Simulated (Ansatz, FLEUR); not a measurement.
An Ansatz (a quantum-chemistry and plane-wave program) input for a self-consistent single point of Fe (Im-3m, 1 atom in the cell) (DFT, PBEsol, plane waves, default PAW files made with PBE):

Ansatz 0.2 input:
```yaml
# Fe
crystal:
  lattice:
    - [-1.43500000, 1.43500000, 1.43500000]
    - [1.43500000, -1.43500000, 1.43500000]
    - [1.43500000, 1.43500000, -1.43500000]
  atoms:
    - { symbol: Fe, position_ang: [0.00000000, 0.00000000, 0.00000000], spin: 2.5 }
kpoints:
  mp_grid: { grid: [11, 11, 11] }
hamiltonian:
  xc: pbesol
  pseudopotentials: { kind: paw }
magnetization:
  spin_polarized: true
scf:
  occupations: { method: fermi_dirac, width: 0.1 }
output:
  forces: true
  eigenvalues: true
  stress: true
```

### Question
Write the same calculation as an input for FLEUR.

### Answer
This is the input that was run; spellings and numerical settings could be chosen otherwise.

Input of the input generator:

```
Fe crystal
&input film=f /
-1.4350000000 1.4350000000 1.4350000000
1.4350000000 -1.4350000000 1.4350000000
1.4350000000 1.4350000000 -1.4350000000
1.8897261246
1.0 1.0 1.0

1
26 0.0000000000 0.0000000000 0.0000000000 : 2.50

&comp jspins=2 /
&exco xctyp='PBEs' /
&kpt div1=11 div2=11 div3=11 /
&end /
```

```xml
<?xml version="1.0" encoding="UTF-8" standalone="no"?>
<fleurInput fleurInputVersion="0.39">
   <comment>
      Fe crystal                                                                                          
   </comment>
   <calculationSetup>
      <cutoffs Kmax="3.7" Gmax="14.8" GmaxXC="14.8" numbands="0"/>
      <scfLoop itmax="60" minDistance="0.00001" maxIterBroyd="15" imix="Anderson" alpha="0.05" precondParam="0.0" spinf="2.0"/>
      <coreElectrons ctail="T" frcor="F" kcrel="0" coretail_lmax="0"/>
      <xcFunctional name="PBEs" relativisticCorrections="F"/>
      <magnetism jspins="2"/>
      <soc l_soc="F" theta="0.0" phi="0.0" spav="F"/>
      <expertModes spex="0" secvar="F"/>
      <geometryOptimization l_f="T" forcealpha="1.0" forcemix="BFGS" epsdisp="0.00001" epsforce="0.00001"/>
      <ldaU l_linMix="F" mixParam="0.05" spinf="1.0"/>
   </calculationSetup>
   <cell>
      <bzIntegration valenceElectrons="16.0" mode="hist" fermiSmearingEnergy="0.00367493">
         <kPointListSelection listName="default-1"/>
         <!-- k-points included here -->
         <xi:include xmlns:xi="http://www.w3.org/2001/XInclude" href="kpts.xml"> </xi:include>
      </bzIntegration>
      <!-- symmetry operations included here -->
      <xi:include xmlns:xi="http://www.w3.org/2001/XInclude" href="sym.xml"> </xi:include>
      <bulkLattice scale="1.0">
         <bravaisMatrix>
            <row-1>   -2.7117569888010000     2.7117569888010000     2.7117569888010000</row-1>
            <row-2>    2.7117569888010000    -2.7117569888010000     2.7117569888010000</row-2>
            <row-3>    2.7117569888010000     2.7117569888010000    -2.7117569888010000</row-3>
         </bravaisMatrix>
      </bulkLattice>
   </cell>
   <atomSpecies>
      <species name="Iron (Fe) 2.500" element="Fe" atomicNumber="26">
         <mtSphere radius="2.15" gridPoints="757" logIncrement="0.016"/>
         <atomicCutoffs lmax="8" lnonsphr="6"/>
         <electronConfig flipSpins="F">
            <coreConfig>(1s1/2) (2s1/2) (2p1/2) (2p3/2)</coreConfig>
            <valenceConfig>(3s1/2) (3p1/2) (3p3/2) (4s1/2) (3d3/2) (3d5/2)</valenceConfig>
            <stateOccupation state="(3d3/2)" spinUp="1.25" spinDown="1.15"/>
            <stateOccupation state="(3d5/2)" spinUp="3.0" spinDown="0.6"/>
         </electronConfig>
         <energyParameters s="4" p="4" d="3" f="4"/>
         <lo type="SCLO" l="0" n="3" eDeriv="0"/>
         <lo type="SCLO" l="1" n="3" eDeriv="0"/>
      </species>
   </atomSpecies>
   <atomGroups>
      <atomGroup species="Iron (Fe) 2.500">
         <relPos label="                   1">.0000000000 .0000000000 .0000000000</relPos>
         <force calculate="T" relaxXYZ="TTT"/>
      </atomGroup>
   </atomGroups>
   <output dos="F" band="F" slice="F">
      <checks vchk="F" cdinf="F"/>
      <bandDOS minEnergy="-.5*Htr" maxEnergy="0.5*Htr" sigma="0.015" storeEVData="T"/>
      <vacuumDOS vacdos="F" integ="F" star="F" nstars="0" locx1="0.0" locy1="0.0" locx2="0.0" locy2="0.0" nstm="0" tworkf="0.0"/>
      <unfoldingBand unfoldBand="F" supercellX="1" supercellY="1" supercellZ="1"/>
      <plotting iplot="0" polar="F">
         <plot TwoD="T" vec1="  1.0  0.0  0.0" vec2="  0.0  1.0  0.0" vec3="  0.0  0.0  1.0" zero="  0.0  0.0  0.0" file="plot"/>
      </plotting>
      <chargeDensitySlicing numkpt="0" minEigenval="0.0" maxEigenval="0.0" nnne="0" pallst="F"/>
      <specialOutput eonly="F"/>
      <magneticCircularDichroism mcd="F" energyLo="-10.0" energyUp="0.0"/>
   </output>
  <!-- We include the file relax.xml here to enable relaxations (see documentation) -->
  <xi:include xmlns:xi="http://www.w3.org/2001/XInclude" href="relax.xml"> <xi:fallback/> </xi:include>
</fleurInput>
```

Basis, cutoffs, solver keys and any potentials are the target program's own. This input uses DFT, PBEsol, all-electron FLAPW (FLEUR), scalar-relativistic valence. Both were run: size of the net moment 2.26 μB/atom in Ansatz and 2.27 in FLEUR.

On Ansatz: the starting cell has typed, rounded lattice constants, without a prior relaxation at this level. With one magnetic atom in the cell only a parallel order is possible. With a pressure of about -15 GPa the cell is away from its equilibrium volume at this level.

On FLEUR: the starting cell has typed, rounded lattice constants, without a prior relaxation at this level. With one magnetic atom in the cell only a parallel order is possible. Values depend on the basis (sphere radii, cutoffs, local orbitals), which need not be converged.
